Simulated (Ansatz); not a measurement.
The reference is CuI in the zinc blende structure (space group F-43m, No. 216; a = 5.862 Å). Axes: x, y, z lie along the cube axes.

Computed with LDA in Ansatz (plane waves to 420 eV, PAW, no SOC).

One thing is altered: the cell is scaled by 0.9750 in all directions; the atoms relax in the strained cell.

Problem. Predict the stress tensor and what it implies for the stiffness.

Solution. Stress of the strained cell less that of the base (GPa, compression positive):
```
   5.24    0.00    0.00
   0.00    5.24    0.00
   0.00    0.00    5.24
```

Then B = −ΔP/(ΔV/V₀) with ΔV/V₀ = -0.0731 gives secant stiffness values (nonlinear terms included at this strain): B ≈ 72 GPa.

As a check, the harmonic strain energy −½ V₀ Δσ:ε is 31 meV/atom; the computed energy rise is 28 meV/atom.

No phonon test of stability was made. All final runs are without spin polarisation.

Ansatz is a program for electronic structure.
